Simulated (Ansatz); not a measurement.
The parent structure is AlHO₂ (space group Pnnm, No. 58; a cell from a computed database, its experimental status unchecked).

```xyz
8
Lattice="4.1599 0.0000 0.0000 0.0000 4.6943 0.0000 0.0000 0.0000 2.8400" Properties=species:S:1:pos:R:3 pbc="T T T"
Al     2.0800     2.3472     1.4200
Al     0.0000     0.0000     0.0000
H      2.0800     0.0000     1.4200
H      0.0000     2.3472     0.0000
O      3.0760     0.6870     1.4200
O      1.0839     4.0073     1.4200
O      0.9961     1.6601     0.0000
O      3.1638     3.0342     0.0000
```

Level of theory: DFT with PBEsol, PAW potentials and a 420 eV plane-wave cutoff in Ansatz (a program for electronic structure), without spin-orbit coupling.

Before the change:

The valence-band top at Γ is 0.00, -0.06, -0.61 eV, the shortest interatomic distance is 1.210 Å and the width of the top valence band is 1.18 eV.

It is then changed as follows: cell and atoms relaxed at a pressure of 3 GPa.

Question: Predict the new valence-band top at Γ.

Answer: The valence-band top at Γ (three highest levels, from the VBM) changes from 0.00, -0.06, -0.61 eV to 0.00, -0.07, -0.61 eV.

Question: Estimate the effect on the shortest interatomic distance.

Answer: The shortest interatomic distance falls by 0.003 Å to 1.207 Å.

Question: Predict the new width of the top valence band.

Answer: The width of the top valence band rises by 0.03 eV, from 1.18 eV to 1.21 eV.

The levels and masses belong to the bands next to the band gap. Load acts through the strain it causes; cell and atoms are relaxed under it. No phonon test of stability was made.
